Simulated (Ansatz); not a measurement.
System: CsPbCl3 (Amm2, No. 38, 10 atoms in the cell; start mp-675524). Method: LDA (Ansatz, a quantum-chemistry and plane-wave program, plane waves, PAW).

Settings: plane-wave cutoff 520 eV, 6×4×4 k mesh (along the axes of the cell as run), Fermi–Dirac smearing 0.01 eV, scalar-relativistic PAW data made under PBE.

Cell (relaxed at this level):

```cif
data_Cl6Cs2Pb2
_chemical_formula_sum 'Cs2 Pb2 Cl6'
_space_group_name_H-M_alt 'P 1'
_space_group_IT_number 1
_cell_length_a 5.61894
_cell_length_b 7.60554
_cell_length_c 7.60554
_cell_angle_alpha 89.784
_cell_angle_beta 90.000
_cell_angle_gamma 90.000
loop_
_space_group_symop_operation_xyz
  'x, y, z'
loop_
_atom_site_label
_atom_site_type_symbol
_atom_site_fract_x
_atom_site_fract_y
_atom_site_fract_z
_atom_site_occupancy
Cs1 Cs 0.50000 0.00409 0.00409 1
Cs2 Cs 0.50000 0.46156 0.46156 1
Pb1 Pb 0.00000 0.49759 0.98679 1
Pb2 Pb 0.00000 0.98679 0.49759 1
Cl1 Cl 0.00000 0.67112 0.31064 1
Cl2 Cl 0.00000 0.31064 0.67112 1
Cl3 Cl 0.50000 0.99203 0.48626 1
Cl4 Cl 0.50000 0.48626 0.99203 1
Cl5 Cl 0.00000 0.82953 0.82953 1
Cl6 Cl 0.00000 0.18839 0.18839 1
```

Problem. Estimate the band gap and Γ–Γ gap that the calculation returns.

Solution. 
* **band gap**: 1.93 eV (on the SCF k mesh)
* **Γ–Γ gap**: 3.52 eV

Note: the relaxation could not lower the start's symmetry, so the cell can be a saddle point above a distorted one.

Spin–orbit coupling is not included; with these elements it can move the gap by several tenths of an eV or more.

Cost on a shared machine: roughly 8 core-minutes.

A start named mp-… is a Materials Project structure, which need not be a measured phase.
